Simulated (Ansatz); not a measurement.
# Response to strain in hypothetical P4_2/mnm ZnS

The parent structure is ZnS (space group P4_2/mnm, No. 136; a hypothetical phase, not in the database extracts checked).

```
ZnS
1.0
    6.62985     0.00000     0.00000
    0.00000     6.62985     0.00000
    0.00000     0.00000     3.86129
Zn S
4 4
Cartesian
  2.15360   4.47625   0.00000
  4.47625   2.15360   0.00000
  5.46852   5.46852   1.93065
  1.16132   1.16132   1.93065
  2.08364   2.08364   0.00000
  4.54621   4.54621   0.00000
  1.23128   5.39857   1.93065
  5.39857   1.23128   1.93065
```

Cartesian axes are those of the cell as printed.

Strains are applied to the cell and any free atomic positions relax; under biaxial strain the out-of-plane vector relaxes too; under stress the whole cell relaxes.

The values are results of PBE/PAW in Ansatz (an electronic-structure program), spin-orbit coupling left out, not measurements.

Notes on the quantities. pressure: mean of the normal stresses, compression positive.

```csv
case,band gap,electron mass,pressure,shortest interatomic distance
base,2.17 eV,"0.17 mₑ along c, 0.19 mₑ across (at Γ)",0.01 GPa,2.330 Å
"biaxial strain +1.19 %, plane normal [001], relaxed out of plane",2.06 eV,"0.17 mₑ out of plane, 0.19 mₑ in plane (at Γ)",-0.78 GPa,2.337 Å
"biaxial strain +1.74 %, plane normal [001], relaxed out of plane",2.01 eV,"0.17 mₑ out of plane, 0.19 mₑ in plane (at Γ)",-1.15 GPa,2.341 Å
"uniaxial stress, 2 GPa tension along x",2.08 eV,"0.20 mₑ along y, 0.17 mₑ across (at Γ)",–,2.337 Å
tensor shear ε_xz = +0.68 %,2.15 eV,"0.17 mₑ along z, 0.19 mₑ across (at Γ)",0.00 GPa,2.327 Å
```

Masses are band curvatures over ±0.01 Å⁻¹ around the edge. Beyond what the load breaks, stability against distortions was not tested.
